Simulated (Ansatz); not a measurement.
Where the default PAW files enter, the runs use the earlier of Ansatz's two default sets.

```yaml
crystal:
  lattice:
    - [4.99740, 0.00000, 0.00000]
    - [-2.49870, 4.32788, 0.00000]
    - [2.49870, 1.44263, 4.48355]
  atoms:
    - { symbol: Ga, position: [0.28882, 0.14441, 0.56677] }
    - { symbol: Ga, position: [0.71118, 0.85559, 0.43323] }
    - { symbol: Ga, position: [0.71118, 0.35559, 0.93323] }
    - { symbol: Ga, position: [0.28882, 0.64441, 0.06677] }
    - { symbol: O, position: [0.80316, 0.55316, 0.25000] }
    - { symbol: O, position: [0.19684, 0.44684, 0.75000] }
    - { symbol: O, position: [0.19684, 0.25000, 0.25000] }
    - { symbol: O, position: [0.80316, 0.75000, 0.75000] }
    - { symbol: O, position: [0.50000, 0.94684, 0.25000] }
    - { symbol: O, position: [0.50000, 0.05316, 0.75000] }
```

Space group of this cell: R-3c, corundum. The cell is taken as given; by r2SCAN its mean pressure is -1.4 GPa.

The current runs along the normal of the first two printed vectors, the (001) plane. All runs by Ansatz (a quantum-chemistry and plane-wave program), plane waves and PAW, without spin-orbit coupling; the base is r2SCAN.

```csv
run,mean pressure (GPa),gap (eV),mid-gap κ (1/Å)
base,-1.4,3.51,0.245
all lengths scaled by 0.98,14.5,4.21,0.281
all lengths scaled by 1.02,-13.3,___,0.210
lda in place of r2scan,-6.7,2.74,0.210
"lengths across the current scaled by 0.98, ions clamped",9.2,3.97,0.269
"lengths across the current scaled by 1.02, ions clamped",-10.0,___,___
"lengths along the current scaled by 0.97, ions clamped",5.5,3.78,0.260
"lengths along the current scaled by 1.03, ions clamped",-7.2,___,___
pbesol in place of r2scan,0.3,2.73,0.208
```

Complete the blanks.


- all lengths scaled by 1.02, gap (eV): 2.86
- lengths across the current scaled by 1.02, ions clamped, gap (eV): 3.04
- lengths across the current scaled by 1.02, ions clamped, mid-gap κ (1/Å): 0.219
- lengths along the current scaled by 1.03, ions clamped, gap (eV): 3.17
- lengths along the current scaled by 1.03, ions clamped, mid-gap κ (1/Å): 0.229
